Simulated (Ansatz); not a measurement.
The reference is Ta in the bcc (W type) structure (space group Im-3m, No. 229; a = 3.305 Å).

The values are results of r2SCAN (Ansatz, a program for electronic structure, PAW, scalar-relativistic without spin-orbit coupling), not measurements.

Before the change:

- Lattice parameter a: 3.305 Å

Perturbation: Mg takes the place of Ta on all its sites; the structure is relaxed again.

Problem. What does the calculation give for the lattice parameter a after the change?

Solution. The lattice parameter a increases by 0.2535 Å to 3.558 Å.

No phonon test of stability was made. For Mg in this form, whether it has been made was not checked. All final runs are without spin polarisation. This is not the structure that Mg has at room temperature and ambient pressure.
